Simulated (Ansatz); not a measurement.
Input:

```
CELL_PARAMETERS angstrom
     -0.02031     2.10666     2.04500
      2.05758     0.00443     2.02026
      2.07377     2.09811    -0.01175
ATOMIC_POSITIONS crystal
  Au 0.00000 0.00000 0.00000
```

No spin polarisation.

Computed with r2SCAN (Ansatz, a program for electronic structure, PAW, no SOC), earlier PAW set. k-mesh 27×27×27 (Γ-centred); smearing 0.1 eV (Fermi–Dirac).

Question: Predict the pressure and band gap.

Answer: 
* **Pressure (mean of the normal stresses, compression positive)**: -1.9 GPa
* **Band gap**: zero

The cells carry an imposed strain or load. No phonon test of stability was made. The cell was made from Au in the fcc (Cu type) structure (space group Fm-3m, No. 225) by this change: strain tensor (xx, yy, zz, yz, xz, xy) = (+0.66, +1.84, −1.15, +0.32, −0.89, −0.10) %.
